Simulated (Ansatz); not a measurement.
Consider the following.

```yaml
crystal:
  lattice:
    - [3.09415, 0.00000, 0.00000]
    - [-1.54707, 2.67961, 0.00000]
    - [0.00000, 0.00000, 9.90135]
  atoms:
    - { symbol: Si, position: [0.00000, 0.00000, 0.50103] }
    - { symbol: Si, position: [0.00000, 0.00000, 0.00103] }
    - { symbol: Si, position: [0.33333, 0.66667, 0.25083] }
    - { symbol: Si, position: [0.66667, 0.33333, 0.75083] }
    - { symbol: C, position: [0.00000, 0.00000, 0.31225] }
    - { symbol: C, position: [0.00000, 0.00000, 0.81225] }
    - { symbol: C, position: [0.33333, 0.66667, 0.06152] }
    - { symbol: C, position: [0.66667, 0.33333, 0.56152] }
```

No spin polarisation.

All numbers come from PBE (Ansatz, a quantum-chemistry and plane-wave program, PAW, scalar-relativistic without spin-orbit coupling). Settings: 12×12×4 k-points, 0.05 eV Fermi–Dirac smearing.

### Question
What gap character does the calculation give?

### Answer
Indirect, Γ → M.

### Question
Predict the valence-band top at Γ (three highest levels, from the VBM).

### Answer
0.00, -0.17, -0.17 eV.

### Question
What smallest direct gap does the calculation give?

### Answer
3.37 eV.

### Question
Estimate the width of the top valence band.

### Answer
2.46 eV.

The cells carry an imposed strain or load. No phonon test of stability was made. The cell was made from SiC (space group P6_3mc, No. 186) by this change: uniaxial strain ε_zz = −2.25 %.
